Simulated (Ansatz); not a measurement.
An Ansatz (a program for electronic structure) input (LDA (Ansatz, PAW, no SOC)):

Ansatz 0.2 input:
```yaml
crystal:
  lattice:
    - [0.005570023, 1.9206975934, 1.9206975934]
    - [1.9206975934, 0.005570023, 1.9206975934]
    - [1.9262676164, 1.9262676164, 0]
  atoms:
    - { symbol: Pd, position: [0, 0, 0] }
basis: { ecutwfc: 420, ecutrho_ratio: 4, xc_grid: 2, fft_grid_basis: typed }
kpoints: { mp_grid: { grid: [29, 29, 29] } }
hamiltonian:
  xc: lda
  dispersion: none
  pseudopotentials: { kind: paw }
scf: { occupations: { method: fermi_dirac, width: 0.1 }, convergence: { dr2_threshold: 0.0000000001 } }
relax: { f_tol: 0.005, max_steps: 50 }
output: { forces: true, stress: true }
checkpoint: { write: state.ck, write_every: 1000 }
```

Question: Which symmetry and how many k-points will the program report, and about how many plane waves at Γ?

Answer: Space group Immm (ITA 71) with 8 operations, k-points 3375 of 24389, and 283 plane waves at Γ.

The cells carry an imposed strain or load. Whether these cells are dynamically stable was not tested. All final runs are without spin polarisation. The cell was made from Pd in the fcc (Cu type) structure (space group Fm-3m, No. 225) by this change: tensor shear ε_xy = +0.29 %.
